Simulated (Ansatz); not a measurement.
## Response to strain in BaZrO3

Start from BaZrO₃ in the cubic perovskite structure (space group Pm-3m, No. 221; a = 4.1806 Å). Axes: x, y, z lie along the cube axes.

Strains are applied to the cell and any free atomic positions relax.

All numbers come from DFT with PBEsol, PAW potentials and a 420 eV plane-wave cutoff in Ansatz (a quantum-chemistry and plane-wave program), no spin-orbit coupling.

Notes on the quantities. band gap: an upper bound: an edge found on the path is not a true extremum; the base alone; pressure: mean of the normal stresses, compression positive.

| change | band gap | volume per atom | pressure |
|---|---|---|---|
| base | 3.17 eV | 14.61 Å³ | -0.01 GPa |
| uniaxial strain ε_zz = +0.60 % | 3.15 eV | 14.70 Å³ | -0.96 GPa |
| uniaxial strain ε_zz = +1.20 % | 3.12 eV | 14.79 Å³ | -1.86 GPa |
| uniaxial strain ε_zz = +1.80 % | 3.09 eV | 14.88 Å³ | ___ |
| uniaxial strain ε_zz = +3.00 % | 3.04 eV | 15.05 Å³ | -4.30 GPa |

Problem. Fill in the withheld entries from the trend.

Solution. 
- uniaxial strain ε_zz = +1.80 %, pressure: -2.72 GPa

Stability against distortions was not tested.
